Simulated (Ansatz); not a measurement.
Take HgSe in the zinc blende structure (space group F-43m, No. 216) as the base.

```
CELL_PARAMETERS angstrom
      0.00000     3.06639     3.06639
      3.06639     0.00000     3.06639
      3.06639     3.06639     0.00000
ATOMIC_POSITIONS crystal
  Hg 0.00000 0.00000 0.00000
  Se 0.25000 0.25000 0.25000
```

Cartesian axes are those of the cell as printed.

Method: PBEsol (Ansatz, a quantum-chemistry and plane-wave program, PAW, no spin-orbit coupling).

Base values:

* **Pressure**: 0.0 GPa
* **Shortest interatomic distance**: 2.656 Å

It is then changed as follows: compressive biaxial strain of 1.50 % in the plane normal to [001], as in epitaxy on a mismatched substrate; the out-of-plane cell vector and the atoms relax.

What does the calculation give for the pressure, energy relative to the base and shortest interatomic distance after the change?

The pressure (mean of the normal stresses, compression positive) goes from zero to 0.4 GPa; the energy goes up by 1.6 meV/atom; the shortest interatomic distance decreases by 0.0061 Å to 2.649 Å.

The mesh was chosen for an insulator and is coarse for the gapless case. Stability against distortions was not tested. All final runs are without spin polarisation.
